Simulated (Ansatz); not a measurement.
The starting structures come from a database of crystals and need not be the phases stable at ambient conditions.

The decay constant κ of evanescent states in the gap governs leakage through a thin film.

Data:

```
PtRb3H5
1.0
    5.95529     0.00000     0.00000
    0.00000     7.73409     0.00000
    0.00000     0.00000     7.73409
Rb H Pt
6 10 2
Direct
  0.00000   0.50000   0.50000
  0.00000   0.00000   0.00000
  0.50000   0.68379   0.18379
  0.50000   0.31621   0.81621
  0.50000   0.18379   0.31621
  0.50000   0.81621   0.68379
  0.50000   0.50000   0.50000
  0.50000   0.00000   0.00000
  0.19324   0.10805   0.60805
  0.80676   0.89195   0.39195
  0.19324   0.60805   0.89195
  0.80676   0.39195   0.10805
  0.19324   0.89195   0.39195
  0.80676   0.10805   0.60805
  0.19324   0.39195   0.10805
  0.80676   0.60805   0.89195
  0.00000   0.00000   0.50000
  0.00000   0.50000   0.00000
```

Space group of this cell: P4/mbm. The cell is taken as given.

Transport runs along the normal of the first two printed cell vectors, the (100) plane of the conventional cell.

The gap is the functional's own. No spin-orbit coupling. Mid-gap values are interpolated on the energy grid.

Question: Give the band gap and the smallest decay constant κ at mid-gap that PBEsol (Ansatz, a quantum-chemistry and plane-wave program) yields.

Answer: Gap 2.57 eV on a 6×4×4 mesh; κ = 0.330 1/Å, at (0.500, 0.000) of the in-plane reciprocal vectors. At the zone centre, at the nearest computed energy, the slowest state has κ = 0.38 1/Å.
